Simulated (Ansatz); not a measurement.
**Ga2O3, response to strain**

Base system: Ga2O3 in the corundum structure (space group R-3c, No. 167; a = 5.000 Å, c = 13.449 Å (hexagonal axes)). Axes: x lies along a and z along c of the hexagonal cell.

Strains are applied to the cell and any free atomic positions relax.

Computed with Ansatz (a quantum-chemistry and plane-wave program), PBEsol, PAW, cutoff 420 eV, no spin-orbit coupling.

Notes on the quantities. energy relative to the base: free energy F.

```json
[
 {"variant": "base", "energy relative to the base": "0 meV/atom", "band gap": "2.70 eV", "shortest interatomic distance": "1.931 Å"},
 {"variant": "uniaxial strain ε_xx = +0.75 %", "energy relative to the base": "+0.7 meV/atom", "band gap": "2.61 eV", "shortest interatomic distance": "1.933 Å"},
 {"variant": "uniaxial strain ε_xx = +1.50 %", "energy relative to the base": "+2.6 meV/atom", "band gap": "2.52 eV", "shortest interatomic distance": "1.935 Å"},
 {"variant": "uniaxial strain ε_xx = +2.25 %", "energy relative to the base": "+5.7 meV/atom", "band gap": "2.43 eV", "shortest interatomic distance": "1.936 Å"},
 {"variant": "uniaxial strain ε_xx = +3.00 %", "energy relative to the base": "+9.9 meV/atom", "band gap": "2.34 eV", "shortest interatomic distance": "1.938 Å"}
]
```

Stability against distortions was not tested.
